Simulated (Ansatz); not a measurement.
Given:

End structure of a constructed model of the (0001) surface of hcp Zr, a pseudomorphic layer of Ta in the host's stacking (bottom of the slab: a bare face, its two planes held):

```
CELL_PARAMETERS angstrom
      3.23249     0.00000     0.00000
     -1.61625     2.79942     0.00000
      0.00000     0.00000    32.00000
ATOMIC_POSITIONS crystal
  Zr 0.66667 0.33333 0.25049
  Zr 0.33333 0.66667 0.33127
  Zr 0.66667 0.33333 0.41299
  Zr 0.33333 0.66667 0.49386
  Zr 0.66667 0.33333 0.57466
  Zr 0.33333 0.66667 0.65732
  Ta 0.66667 0.33333 0.72838
```

Slab: 7 atoms, 16.0 Å thick at the start; k 13x13x1, smearing 0.1 eV, dipole-corrected; 2 atoms held, the rest relaxed; start symmetry kept, larger cells not searched; no spin, no spin-orbit, no U. It is one candidate, not shown to be the stable structure of the face.

**Question.** What is the computed work function of the top face (PBE run with Ansatz, a quantum-chemistry and plane-wave program)?

**Answer.** 4.42 eV
